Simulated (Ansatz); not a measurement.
Start from Si (space group I4_132, No. 214; a = 6.4376 Å; a hypothetical phase, not in the database extracts checked).

(Cell as relaxed with PBE.)

Levels (all Ansatz, a quantum-chemistry and plane-wave program, PAW): PBE (420 eV, no spin-orbit coupling); PBEsol (420 eV, no spin-orbit coupling).

Each level relaxes its own structure.

```
quantity                     PBE       PBEsol
-------------------  -----------  -----------
volume per atom         33.35 Å³     32.69 Å³
lattice parameter a  12.165 bohr  12.085 bohr
band gap                    zero         zero
```

PBE's volume per atom lies 0.66 Å³ above PBEsol's (2.0 %); PBE's lattice parameter a lies 0.080 bohr above PBEsol's (0.7 %); the two agree on the band gap. Neither level is exact; PBEsol is the comparison here, not a measurement.

No phonon test of stability was made.
